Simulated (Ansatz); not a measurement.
Take CdGeAs₂ in the chalcopyrite structure (space group I-42d, No. 122) as the base.

```
CdGeAs2
1.0
   -2.97099     2.97099     5.65597
    2.97099    -2.97099     5.65597
    2.97099     2.97099    -5.65597
Cd Ge As
2 2 4
Direct
  0.00000   0.00000   0.00000
  0.75000   0.25000   0.50000
  0.50000   0.50000   0.00000
  0.25000   0.75000   0.50000
  0.87500   0.84974   0.47474
  0.15026   0.62500   0.02526
  0.37500   0.40026   0.52526
  0.59974   0.12500   0.97474
```

Cartesian axes are those of the cell as printed.

The values are results of PBEsol/PAW in Ansatz (a first-principles code), without spin-orbit coupling, not measurements.

For the base:

| Property | Result |
|---|---|
| Pressure | 0.00 GPa |

Perturbation: biaxial strain −1.50 %, plane normal [001], relaxed out of plane (Cartesian); in-plane vectors clamped, the third vector and the atoms free.

Problem. How does this affect the out-of-plane strain?

Solution. The out-of-plane strain amounts to +1.79 %.

Problem. How does this affect the pressure?

Solution. The pressure (mean of the normal stresses, compression positive) goes from zero to 0.82 GPa.

Problem. What does the calculation give for the energy relative to the base after the change?

Solution. The energy rises by 2.8 meV/atom.

No phonon test of stability was made.
